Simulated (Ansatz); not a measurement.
# Worked example: self-consistent single point of KF (Fm-3m, 2 atoms in the cell) in Ansatz

Method: PBE (plane waves, PAW; Ansatz, a quantum-chemistry and plane-wave program).

Input as run:

Ansatz 0.2 input:
```yaml
crystal:
  lattice:
    - [0.000000, 2.688375, 2.688375]
    - [2.688375, 0.000000, 2.688375]
    - [2.688375, 2.688375, 0.000000]
  atoms:
    - { symbol: K, position_ang: [0.000000, 0.000000, 0.000000] }
    - { symbol: F, position_ang: [2.688375, 2.688375, 2.688375] }
basis:
  ecutwfc: 30.9 Ry
kpoints:
  mp_grid: { grid: [8, 8, 8] }
hamiltonian:
  xc: pbe
  pseudopotentials: { kind: paw }
scf:
  occupations: { method: fermi_dirac, width: 0.0037 Ry }
output:
  forces: true
  eigenvalues: true
  stress: true
```

Output, abridged:

```
WARN ansatz: RAYON_NUM_THREADS=1 ignored (pool sized by the plan → 1); use --threads N
Pseudopotentials: kind: paw
Pseudopotential: K, paw, valence charge 9
Pseudopotential: F, paw, valence charge 7
Crystal: 2 atoms, lattice volume = 38.860 Å³
Basis set: ecut = 420.4159175005146 eV, 749 PW (Γ), exchange–correlation on 54×54×54 points (8 copies of the dense FFT grid, shifted against one another)
Bands: 12, of which v1, the nominal top of the filled ones, is band 8 counted from 1 (7 counted from 0)
Symmetry: 48 space group operations
Space group: Fm-3m (ITA 225), of the structure as read, at distance tolerance 3.4e-5 Å
k-points: 29 of 512
Initial density: superposition of atomic densities (neutral atoms: chi_scale 0, normalization atom), corrected by the library's trained network
Initial wavefunctions: pseudopotential atomic-orbital guess
Eigensolver: davidson
Functional: x = pbe(κ = 0.804, μ = 0.2195149727645171), c = pbe(β = 0.06672455060314922)
SCF iter   1: F=—  HF=-2348.800966 eV  |F-HF|=—  |Δ(HF+E_count)|=         —  Δρ=6.41e-4  dr2=7.61e-5  ethr=1.77e-3  ⟨swp⟩=5.7  Hψ=2209  notcnv=0
all-band conjugate gradients solve this SCF's bands
preconditioner: auto → none
SCF iter   2: F=—  HF=-2348.800901 eV  |F-HF|=—  |Δ(HF+E_count)|=   6.54e-5  Δρ=9.87e-4  dr2=2.88e-4  ethr=4.76e-7  ⟨swp⟩=2.3  Hψ=831  notcnv=0
SCF iter   3: F=—  HF=-2348.800853 eV  |F-HF|=—  |Δ(HF+E_count)|=   4.77e-5  Δρ=3.99e-4  dr2=5.31e-5  ethr=4.76e-7  ⟨swp⟩=2.0  Hψ=551  notcnv=0
SCF iter   4: F=—  HF=-2348.800861 eV  |F-HF|=—  |Δ(HF+E_count)|=   7.78e-6  Δρ=1.08e-4  dr2=1.31e-6  ethr=3.32e-7  ⟨swp⟩=2.0  Hψ=435  notcnv=0
SCF iter   5: F=—  HF=-2348.800881 eV  |F-HF|=—  |Δ(HF+E_count)|=   2.00e-5  Δρ=2.05e-4  dr2=1.27e-5  ethr=8.17e-9  ⟨swp⟩=2.0  Hψ=555  notcnv=0
SCF iter   6: F=—  HF=-2348.800879 eV  |F-HF|=—  |Δ(HF+E_count)|=   2.21e-6  Δρ=1.15e-4  dr2=4.03e-6  ethr=8.17e-9  ⟨swp⟩=2.0  Hψ=551  notcnv=0
SCF iter   7: F=-2348.800878 eV  HF=-2348.800878 eV  |F-HF|=4.23e-9  |Δ(HF+E_count)|=   1.06e-6  Δρ=4.19e-6  dr2=5.63e-9  ethr=6.25e-10  ⟨swp⟩=3.0  Hψ=1328  notcnv=0
SCF 1 converged in 7 iterations: F = -2348.800878 eV  dr2 = 5.63e-9
SCF converged after 7 iterations
Free energy (F): -2348.800878 eV
Harris-Foulkes:  -2348.800878 eV  (|F-HF|=4.23e-9)
Internal energy: -2348.800878 eV  (E = F + TS)
E sigma→0 (E₀):  -2348.800878 eV
Fermi energy:    4.486548 eV
--- Per-component energies (eV) ---
  E_band       = -127.573015
  E_kinetic    = 462.080082
  E_local      = -1120.595763  (includes V_loc(G=0)·N_el)
  E_nonlocal   = 85.927549
  E_hartree    = 404.333475
  E_xc         = -216.396832
  E_vxc        = -268.987565  (∫ρ·V_xc dr)
  E_paw        = -982.162969  (= ΣΔE_a)
  E_vpaw       = -94.668377  (= ΣTr[D̂ρ^β])
  E_aug_tail   = 0.002065  (compensation charges beyond the density's cutoff)
  E_ewald      = -981.988484
  E_smearing   = -0.000000  (= −TS)
  E_closure    = -0.000000  (closes the sum)
  Σ components = -2348.800878   (vs F -2348.800878, Δ=0.00e0)
--- Forces (eV/Å), atoms counted from 1 ---
  atom   1  K     -0.00000000     0.00000000     0.00000000
  atom   2  F      0.00000000     0.00000000    -0.00000000
  max |Σ_I F_I| component: 3.48e-29 eV/Å
--- Stress (GPa, compression-positive) ---
        0.752981       0.000000       0.000000
        0.000000       0.752981       0.000000
        0.000000       0.000000       0.752981
  P = ⅓ Tr σ = 0.7530 GPa (7.530 kbar)
  The stress holds the Pulay correction. Without it, at fixed plane waves, as pw.x and ABINIT print it: P = 0.4589 GPa
--- Band table (eV; the first three rows and the last of 29) ---
  k-point 0: bands = ["-24.8405", "-17.3088", "-8.1042", "-8.1042", "-8.1042", "1.3348", "1.3348", "1.3348", "7.4201", "11.9577", "11.9577", "11.9577"]
  k-point 1: bands = ["-24.8280", "-17.3201", "-8.1435", "-8.1095", "-8.1095", "1.1986", "1.2844", "1.2844", "7.8454", "11.7135", "12.1593", "12.1593"]
  k-point 2: bands = ["-24.7975", "-17.3476", "-8.2375", "-8.1222", "-8.1222", "0.9103", "1.1651", "1.1651", "8.9105", "11.3688", "12.6554", "12.6554"]
  k-point 28: bands = ["-24.7321", "-17.3446", "-8.4678", "-8.4678", "-8.1891", "0.9451", "1.1672", "1.1672", "11.0081", "11.0081", "12.4220", "14.5414"]
```

The run converged in 7 iterations.

The starting cell has typed, rounded lattice constants, without a prior relaxation at this level. Its lattice was rescaled by up to half a per cent. Ansatz's pressure includes its estimate of the finite-basis (Pulay) stress.
